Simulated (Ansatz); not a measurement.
We consider WO3 (P4/nmm, No. 129; high-temperature phase), described by PBEsol (plane waves, PAW; Ansatz, a first-principles code).

Numerical settings: plane-wave cutoff 500 eV, 8×8×10 k mesh (along the axes of the cell as run), gaussian smearing 0.02 eV, no spin polarisation, scalar-relativistic PAW data made under PBE.

Cell (relaxed at this level):

Space group P4/nmm, origin choice 1 (No. 129); a = b = 5.3147 Å, c = 3.9327 Å, α = β = γ = 90.00°

| atom | site | symmetry | x | y | z |
|---|---|---|---|---|---|
| W | 2c | 4mm | 0.0000 | 0.5000 | 0.0644 |
| O | 2c | 4mm | 0.5000 | 0.0000 | 0.4894 |
| O | 4d | ..2/m | 0.2500 | 0.2500 | 0.0000 |

Task: Predict the band gap.

Result: 
band gap: 0.57 eV (on the SCF k mesh)

Note: held by symmetry at 0 K, a high-temperature phase can be a saddle point.

Spin–orbit coupling is not included.

The computed numbers hold no vibrational or temperature effects.

Cost on a shared machine: around 4 core-minutes (rough).
